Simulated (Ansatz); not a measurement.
The reference is CdSe in the zinc blende structure (space group F-43m, No. 216; a = 6.1333 Å).

Perturbation: hydrostatic tension (pressure −1 GPa).

Levels (all Ansatz, a first-principles code, PAW): r2SCAN (500 eV, scalar-relativistic without spin-orbit coupling); HSE06+SOC (420 eV, noncollinear with spin-orbit coupling).

The geometry is relaxed with r2SCAN.

```
Quantity                                   Result
----------------------------  -------------------
r2SCAN band gap                           0.99 eV
r2SCAN valence-band top at Γ  0.00, 0.00, 0.00 eV
```

Problem. How does going to HSE06+SOC change the band gap and valence-band top at Γ?

Solution. The band gap rises by 0.304 eV (0.99 eV → 1.30 eV); the valence-band top at Γ (three highest Kramers pairs, from the VBM) becomes 0.00, 0.00, -0.41 eV (r2SCAN: 0.00, 0.00, 0.00 eV). The threefold valence maximum splits by Δso ≈ 0.41 eV.

Single points use the geometry relaxed with r2SCAN. Their cutoffs differ, which shifts pressures a little. Differences between runs with and without spin-orbit coupling are approximate. Load acts through the strain it causes; cell and atoms are relaxed under it. Whether these cells are dynamically stable was not tested.
